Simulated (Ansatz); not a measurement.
The reference is LiNbO₃ (space group R3c, No. 161).

```
CELL_PARAMETERS angstrom
      2.56733     1.48225     4.60804
     -2.56733     1.48225     4.60804
      0.00000    -2.96450     4.60804
ATOMIC_POSITIONS crystal
  Li 0.28078 0.28078 0.28078
  Li 0.78078 0.78078 0.78078
  Nb 0.99839 0.99839 0.99839
  Nb 0.49839 0.49839 0.49839
  O  0.10932 0.35998 0.71863
  O  0.71863 0.10932 0.35998
  O  0.35998 0.71863 0.10932
  O  0.21863 0.85998 0.60932
  O  0.85998 0.60932 0.21863
  O  0.60932 0.21863 0.85998
```

Cartesian axes are those of the cell as printed.

The values are results of PBEsol, PAW, 420 eV (Ansatz, a program for electronic structure; scalar-relativistic without spin-orbit coupling), not measurements.

Perturbation: an isotropic linear strain of −0.75 %; the atoms relax in the strained cell.

Predict the stress tensor and what it implies for the stiffness.

Stress of the strained cell less that of the base (GPa, compression positive):
```
   2.62    0.00    0.00
   0.00    2.62    0.00
   0.00    0.00    2.94
```

Then B = −ΔP/(ΔV/V₀) with ΔV/V₀ = -0.0223 gives secant stiffness values (nonlinear terms included at this strain): B (at held cell shape, above the free-shape value) ≈ 122 GPa.

Stability against distortions was not tested.
